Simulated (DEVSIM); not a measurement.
Device: abrupt Si n-p junction, at 300 K.

Layer 1 from the left is Si, thickness (μm) 0.300, Nd (cm⁻³) 9.9e17, τn (s) 3.4e-6, τp (s) 3.4e-6. Layer 2 from the left is Si, thickness (μm) 61.0, Na (cm⁻³) 6.7e16, τn (s) 3.4e-6, τp (s) 3.4e-6.

Left contact: ohmic. Right contact: ohmic. Voltage is applied to the left contact. Recombination: SRH at mid-gap. Mobility is constant in doping.

This is a model device: material constants are rounded textbook-type values typed into the input, and sizes, dopings and lifetimes were drawn at random. Values at 300 K.

Si: gap (eV) 1.124, affinity (eV) 4.05, permittivity 11.7, Nc (cm⁻³) 2.86e19, Nv (cm⁻³) 3.1e19, μn (cm²/Vs) 1417, μp (cm²/Vs) 470.

Problem. Estimate by hand the built-in potential, the peak field at zero bias, the capacitance at 0.75 V, and compare with a numerical solution.

Solution. 
- Built-in potential: ni = √(Nc Nv) exp(−Eg/2kT) = 1.08e10 cm⁻³ with Eg = 1.124 eV; Vbi = kT/q ln(Na Nd/ni²) = 0.878 V; numerical 0.878 V.
- Peak field at zero bias: depletion approximation: W = √(2εVbi/(qN)) = 0.135 μm with N = 6.28e16 cm⁻³; field = 2Vbi/W = 131000 V/cm; numerical 128000 V/cm (estimate above by 1.8 %).
- Capacitance at 0.75 V: C = √(qεN / 2(Vbi + |V|)) = 56.6 nF/cm²; numerical 57.5 nF/cm² (estimate below by 1.6 %).

Simulated with DEVSIM: 1D drift-diffusion, Boltzmann statistics, complete ionisation; no tunnelling, impact ionisation, image-force lowering or self-heating.
